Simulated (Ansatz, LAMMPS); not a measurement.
## Random Si-Ge alloy, 5x5x5 cubic cells, lattice parameter by Vegard's rule

Cell 28.74 × 28.74 × 28.74 Å, Si43Ge957, 1000 atoms. Prepared with Tersoff's 1989 multicomponent potential (SiCGe.tersoff) (LAMMPS): minimisation. 

Method: PBE, support functions at accuracy medium on the grid of 370 eV (norm-conserving potentials; Ansatz, an electronic-structure program).

Basis: localised support functions (accuracy medium) on a full density matrix. k-points: zone centre alone; occupations: Fermi-Dirac, 0.020 eV; spin polarisation not allowed. No spin-orbit coupling.

| Item | Result |
|---|---|
| energy over the perfect crystal(s), per atom | 4 meV/atom |
| electronic character of the cell | no gap resolved at this smearing |
| coordination (neighbours within 2.988 Å) | 100.0 % 4-fold |
| Ge-Ge bonds, mean ± spread | 2.493 ± 0.003 Å |
| Ge-Si bonds, mean ± spread | 2.445 ± 0.003 Å |
| Si-Si bonds, mean ± spread | 2.401 ± 0.004 Å |
| bond angles, mean ± spread | 109.5° ± 0.5° |
| pressure | 0.00 GPa |
| cost of the final run | around 70 core-minutes (rough), 11 SCF iterations, 20 GiB |
